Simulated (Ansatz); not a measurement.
For pyrite PtAs2, LDA (Ansatz, a first-principles code, PAW) gives:

| Item | Result |
|---|---|
| lattice constant a | 5.944 Å |
| band gap at the measured cell (atoms relaxed with PBEsol) | 0.20 eV |

Question: What does PBE0 (PAW; Ansatz) give for the same quantities?

Answer: 
- lattice constant a: 5.978 Å (rises by 0.6 %)
- band gap at the measured cell (atoms relaxed with PBEsol): 1.26 eV (rises by 1.06 eV)

For comparison: lattice constant a 5.967 Å (measured, temperature not stated, no zero-point or thermal correction; as tabulated in Wikipedia's data pages).

Changes are worked out from the printed values.

Unless a cell is named, each level is at its own relaxed cell (LDA 17.50, PBE0 17.80 Å³/atom).

Levels without +SOC leave out spin–orbit coupling, which shifts energies and cells of such heavy elements.

Spin–orbit coupling is included only where a level's name says +SOC; with heavier elements it mostly lowers gaps and can invert bands. Density-functional gaps are differences of (generalised) Kohn–Sham levels.

Ansatz's density-functional and Hartree–Fock values are scalar-relativistic unless marked +SOC, with PAW data made under PBE.
